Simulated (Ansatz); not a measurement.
W (Im-3m), PBEsol, DFPT electron-phonon coupling, linearised Boltzmann equation in Ansatz (a first-principles code): phonon-limited resistivity 5.11 μΩ·cm at 300 K, 6.96 μΩ·cm at 400 K, Drude plasma energy 7.86 eV.

**Question.** What Drude relaxation time do resistivity and plasma energy imply?

**Answer.** ω_p = 1.19e16 s⁻¹, so τ = 1/(ε₀ ω_p² ρ) = 15.5 fs, a damping ħ/τ of 42.5 meV.

**Question.** Estimate the electronic thermal conductivity at 300 K by the Wiedemann-Franz law (L₀ = 2.44×10⁻⁸ W·Ω/K²).

**Answer.** L₀T/ρ = 2.44×10⁻⁸ × 300/(5.11×10⁻⁸) = 143 W/(m·K). Inelastic scattering puts the true Lorenz number somewhat under L₀ near and below the Debye temperature.

**Question.** What temperature coefficient of resistance follows, and how does it compare with 1/T?

**Answer.** (ρ₄₀₀ − ρ₃₀₀)/(100 K × ρ₃₀₀) = 3.62×10⁻³ K⁻¹, against 1/T = 3.33×10⁻³ K⁻¹ for a resistivity proportional to T. It lies higher because phonons are still being populated at 300 K; impurities would add a constant and lower it.

A metal at this level (no band gap). Only scattering by harmonic phonons is included (no impurities, grain boundaries, electron-electron scattering or thermal expansion). Spin-orbit coupling is left out, which matters with elements this heavy. The squared frequency of the phonon mode least converged on the k mesh is uncertain by about 19 %. The run warned that the eigensolver left some states short of its tolerance. Halving the electron mesh (36x36x36) moves the resistivity by up to 9 % at 300 K. Smearing 0.20 eV; phonons on a 6x6x6 q mesh, which this run doesn't test.
